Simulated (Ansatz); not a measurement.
Given:

```
CELL_PARAMETERS angstrom
      0.00000     3.01886     3.01886
      3.01886     0.00000     3.01886
      3.01886     3.01886     0.00000
ATOMIC_POSITIONS crystal
  P  0.25000 0.25000 0.25000
  Y  0.00000 0.00000 0.00000
```

No spin polarisation.

Computed with r2SCAN (Ansatz, a quantum-chemistry and plane-wave program, PAW, no spin-orbit coupling). k-mesh 9×9×9 (Γ-centred); smearing 0.05 eV (Fermi–Dirac).

**Question.** Estimate the gap character.

**Answer.** Direct at X.

**Question.** What band gap does the calculation give?

**Answer.** 1.79 eV.

Load acts through the strain it causes; cell and atoms are relaxed under it. No phonon test of stability was made. No other phases were tried under pressure. The cell was made from YP in the zinc blende structure (space group F-43m, No. 216; a hypothetical phase, not in the database extracts checked) by this change: pressure 9 GPa.
